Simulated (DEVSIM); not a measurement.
Structure: illuminated Si n-on-p cell, one wavelength, at 300 K.

```csv
layer (left to right),material,thickness (μm),Nd (cm⁻³),Na (cm⁻³),τn (s),τp (s),absorption coefficient (cm⁻¹)
1,Si,0.120,7.4e18,-,1.9e-7,3.6e-8,7700
2,Si,140,-,6e15,1.9e-7,1.9e-7,7700
```

Left contact: ohmic, minority hole recombination velocity 500 cm/s. Right contact: ohmic, minority electron recombination velocity 2000 cm/s. Voltage is applied to the left contact. Recombination: SRH at mid-gap, radiative, Auger. Light enters at the left, 2.4e18 photons cm⁻² s⁻¹, one pass, no reflection. Mobility is μmin + (μ − μmin)/(1 + (N/Nref)^α).

The device is made up for the run: typed textbook-type constants, with dimensions and the other settings drawn at random. Values at 300 K.

```
parameter           Si
-------------  -------
gap (eV)         1.124
affinity (eV)     4.05
permittivity      11.7
Nc (cm⁻³)      2.86e19
Nv (cm⁻³)       3.1e19
μn (cm²/Vs)       1417
μp (cm²/Vs)        470
μn,min              52
μp,min              45
Nref,n          9.7e16
Nref,p          2.2e17
αn                0.68
αp                0.72
B (cm³/s)      4.7e-15
Cn (cm⁶/s)     2.8e-31
Cp (cm⁶/s)     9.9e-32
```

Model (solved in DEVSIM): 1D drift-diffusion, Boltzmann statistics, complete ionisation; no tunnelling, impact ionisation, image-force lowering or self-heating.

Base results: share of generated pairs collected at short circuit 0.967; largest power (mW/cm²) 177; open-circuit voltage (V) 0.592; dark forward voltage at 1 A/cm² (V) 0.647.

**Question.** What follows from this one change: photon flux 2.4e+18 → 7.2e+19 cm^-2 s^-1?

**Answer.** share of generated pairs collected at short circuit 0.967 → 0.986; largest power 177 → 3410 mW/cm²; open-circuit voltage 0.592 → 0.670 V; dark forward voltage at 1 A/cm² little changed (0.647 V).

**Question.** What follows from this one change: minority lifetime in layer 2 1.9e-07 → 5.7e-08 s?

**Answer.** share of generated pairs collected at short circuit 0.967 → 0.942; largest power 177 → 166 mW/cm²; open-circuit voltage 0.592 → 0.576 V; dark forward voltage at 1 A/cm² 0.647 → 0.636 V.
